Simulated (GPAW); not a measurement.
Input and output of a self-consistent single point for Ca3AsP (Pm-3m, 5 atoms in the cell) (GPAW).

Computed with PBEsol, GPAW PAW datasets PBEsol (made by gpaw-setup) (plane waves; GPAW 25.7.0).

The change in words: lattice scaled by 0.98. Reference geometry:
```
Ca3AsP
1.0
    5.42485     0.00000     0.00000
    0.00000     5.42485     0.00000
    0.00000     0.00000     5.42485
Ca P As
3 1 1
Direct
  0.00000   0.50000   0.50000
  0.50000   0.00000   0.50000
  0.50000   0.50000   0.00000
  0.00000   0.00000   0.00000
  0.50000   0.50000   0.50000
```

Reference input (self-consistent single point, DFT PBEsol, plane waves, GPAW PAW datasets PBEsol (made by gpaw-setup)): mode = pw; ecut = 600 eV; xc = PBEsol; kpts = 4 4 4; mesh shift (steps) = 0 0 0; occupations.name = methfessel-paxton; occupations.width = 0.05 eV; occupations.order = 0; nbands = -6; convergence.density = 1e-05 e/electron; convergence.energy = 1e-05 eV/electron; convergence.bands = -4. This run's input differs from it in these lines:

```diff
@@ -5,5 +5,5 @@
 atoms = Atoms(['Ca', 'Ca', 'Ca', 'P', 'As'],
-              cell=[[5.424850, 0.000000, 0.000000],
-                    [0.000000, 5.424850, 0.000000],
-                    [0.000000, 0.000000, 5.424850]],
+              cell=[[5.316353, 0.000000, 0.000000],
+                    [0.000000, 5.316353, 0.000000],
+                    [0.000000, 0.000000, 5.316353]],
               scaled_positions=[[0.000000, 0.500000, 0.500000],
```

Log, with long lists cut:

```
     iter     time        total  log10-change:
                         energy   eigst   dens
iter:   1 --:--:--   -21.058986   +0.58
iter:   2 --:--:--   -21.226271   -0.18  -1.02
iter:   3 --:--:--   -20.824315   -0.48  -1.09
iter:   4 --:--:--   -20.819779   -0.65  -1.25
iter:   5 --:--:--   -20.717462   -1.27  -1.55
   [... 4 lines left out ...]
iter:  10 --:--:--   -20.685182   -2.28  -2.60
iter:  11 --:--:--   -20.686118   -2.45  -2.69
iter:  12 --:--:--   -20.684872   -2.57  -2.75
iter:  13 --:--:--   -20.684852   -2.78  -3.40
iter:  14 --:--:--   -20.684852c  -1.57  -3.85
iter:  15 --:--:--   -20.684852c  -1.67  -3.93
   [... lines left out ...]
iter:  27 --:--:--   -20.684851c  -2.45  -4.80
iter:  28 --:--:--   -20.684851c  -2.70  -4.98
iter:  29 --:--:--   -20.684851c  -3.01  -5.24c
iter:  30 --:--:--   -20.684851c  -3.23  -5.30c
iter:  31 --:--:--   -20.684851c  -3.52  -5.50c
iter:  32 --:--:--   -20.684851c  -3.86  -5.51c
iter:  33 --:--:--   -20.684851c  -4.19  -5.68c
   [... 7 lines left out ...]
iter:  41 --:--:--   -20.684851c  -6.58  -6.36c
iter:  42 --:--:--   -20.684851c  -6.80  -6.35c
iter:  43 --:--:--   -20.684851c  -7.11  -6.46c
iter:  44 --:--:--   -20.684851c  -7.36  -6.53c
iter:  45 --:--:--   -20.684851c  -7.65c -6.55c
Converged after 45 iterations.

Dipole moment: (-0.000000, -0.000000, -0.000000) |e|*Ang

Energy contributions relative to reference atoms: (reference = -126208.992560)

Kinetic:        +30.978759
Potential:      -20.755983
External:        +0.000000
XC:             -29.085271
Entropy (-ST):   -0.000052
Local:           -1.822330
SIC:             +0.000000
--------------------------
Free energy:    -20.684877
Extrapolated:   -20.684851

Showing only first 2 kpts
 Kpt  Band  Eigenvalues  Occupancy
  0    18      3.96430    1.99460
  0    19      3.96430    1.99460
  0    20      4.14767    0.01620
  0    21      4.84408    0.00000

  1    18      3.45312    2.00000
  1    19      3.45312    2.00000
  1    20      4.99936    0.00000
  1    21      5.13952    0.00000

Fermi level: 4.06266

Gap: 0.183 eV
Transition (v -> c):
   [... lines left out ...]
Energy (eV): -20.684851

Forces in eV/Ang:
  0 Ca   -0.00000    0.00000    0.00000
  1 Ca    0.00000   -0.00000    0.00000
  2 Ca    0.00000   -0.00000   -0.00000
  3 P    -0.00000   -0.00000   -0.00000
  4 As   -0.00000   -0.00000   -0.00000

Stress tensor:
    -0.006128     0.000000     0.000000
     0.000000    -0.006128     0.000000
     0.000000     0.000000    -0.006128
Stress (GPa, Voigt): [-0.9818 -0.9818 -0.9818  0.      0.      0.    ]
```

The run converged in 45 iterations. GPAW prints stress with tension positive. Against the reference run the free energy falls by 2.2 meV/atom and the pressure goes from -1.29 to 0.98 GPa.

The starting cell comes from a database of computed structures (which also holds hypothetical and non-ambient phases and stackings), without a prior relaxation at this level. For this run, on top of that: lattice scaled by 0.98.

Cost on one core of a shared machine: roughly 60 s.
